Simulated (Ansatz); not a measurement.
SnPSe3 (P2₁/c, No. 14) was calculated with PBE0 in Ansatz (PAW).

Settings: plane-wave cutoff 460 eV, 4×4×4 k mesh, Fermi–Dirac smearing 0.01 eV, scalar-relativistic PAW data made under PBE.

Cell (measured lattice):

Space group P2₁/c (No. 14); a = 6.8100 Å, b = 7.6790 Å, c = 11.7060 Å, α = 90.00°, β = 124.40°, γ = 90.00°

```tsv
atom	site	symmetry	x	y	z
Se	4e	1	0.1213	0.9925	0.2307
Se	4e	1	0.2138	0.3021	0.0415
P	4e	1	0.3751	0.1062	0.4351
Se	4e	1	0.3917	0.8084	0.0560
Sn	4e	1	0.7158	0.1251	0.2540
```

Predict the band gap, smallest direct gap on the k points sampled and direct gap at Γ.


- band gap: 2.38 eV
- smallest direct gap on the k points sampled: 2.64 eV
- direct gap at Γ: 3.05 eV

Note: cell and atoms aren't relaxed at this level (pressure 0.5 GPa).

Spin–orbit coupling is not included.

Ansatz is a first-principles code.
